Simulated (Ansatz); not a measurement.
Consider YN in the rock salt structure (space group Fm-3m, No. 225; a = 4.856 Å).

One thing is altered: a negative pressure, −2 GPa.

Levels (all Ansatz, a first-principles code, PAW): PBEsol (420 eV, without spin-orbit coupling); r2SCAN (500 eV, scalar-relativistic without spin-orbit coupling); HSE06 (420 eV, no spin-orbit coupling).

At the geometry relaxed with PBEsol, these levels gave the following band gaps, in shuffled order: (a) 0.56 eV, (b) 0.10 eV, (c) 1.07 eV.

**Question.** Match each gap to its level.

**Answer.** (a) r2SCAN; (b) PBEsol; (c) HSE06.

Single points use the geometry relaxed with PBEsol. HSE06 gaps are upper bounds (no full band path). Load acts through the strain it causes; cell and atoms are relaxed under it. Stability against distortions was not tested. The zero or small gap of YN can change with the level of theory.
